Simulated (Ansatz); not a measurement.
A constructed model of the (0001) surface of hcp Ti, p(2x2) layer of Se, one a cell, on the site that continues the host's stacking (bottom of the slab: a bare face, its two planes held)

Level of theory: PBE (plane waves to 420 eV, PAW; Ansatz, a program for electronic structure).

Set-up: 25 atoms, 14.0 Å thick at the start; mesh 8x8x1; 0.1 eV smearing; dipole correction on; 8 atoms held, the rest relaxed; start symmetry kept, larger cells not searched; no spin, no spin-orbit, no U. It is one candidate, not shown to be the stable structure of the face.

| Item | Value |
|---|---|
| work function of the top face | 4.71 eV |
| energy released by relaxation | 0.95 eV |
| cost | around 27 core-minutes (rough) |
